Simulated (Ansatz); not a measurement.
BaAg2GeS4: stress against strain

BaAg2GeS4 (I-42m, 22.765 Å³/atom and stress up to 0.01 GPa in the relaxed cell, c along z) under an equal strain ε in the (001) plane with the normal axis free, as in a coherent film. PBEsol in Ansatz, a plane-wave DFT program (PAW, default set), 420 eV, 7×7×7 Γ-centred mesh, Fermi-Dirac smearing 0.05 eV; ions are relaxed, or left where forces stay under 0.02 eV/Å, within the symmetry of each cell. Stress is positive for a compressed cell.

Here s stands for strain and y for stress xx.

```
strain (%)  stress xx (GPa)
----------  ---------------
-1.50                  1.31
-0.75                  0.68
0.00                   0.00
0.75                  -0.70
1.50                  -1.42
3.00                      ?
```

Q: Using a straight line, estimate the missing y at s = 3.00 from the other rows, showing the fit.

A: Means: s 0, y -0.026. About the means, the sum of products is -5.1300 and the sum of squares of s is 5.6250; the slope is their ratio. Least squares gives y = -0.026 - 0.9120·s. Residuals (row less fit): -0.032, 0.022, 0.026, 0.010, -0.026; standard error 0.031 (degrees of freedom: 3). The slope gives the biaxial elastic modulus of this plane = 91 ± 1 GPa (± standard error of the fit, which holds the terms cut off). At the withheld row, y = -0.026 - 0.9120 × 3.00 = -2.762 GPa. The calculation gives -2.83 GPa, 0.068 GPa below the prediction (1.6 % of the range of y in the table). The row lies outside the fitted rows, so this is an extrapolation. From the scatter of the fitted rows alone, a prediction at this place has a standard error of 0.053 GPa, so the miss is 1.3 times that.

A polynomial of degree 2 through the 8 other runs of the series gives -2.97 there. The start is a measured cell from the literature; how it stands against other phases or cation orders wasn't checked. Rows are the converged runs of the series near zero and its far end, less any whose ions stayed unrelaxed beside relaxed ones; series whose fitted rows scatter by over a few per cent of the range, as at a crossing or softening among them, aren't shown in this form. Most that stay on the fit to the last digits aren't either.
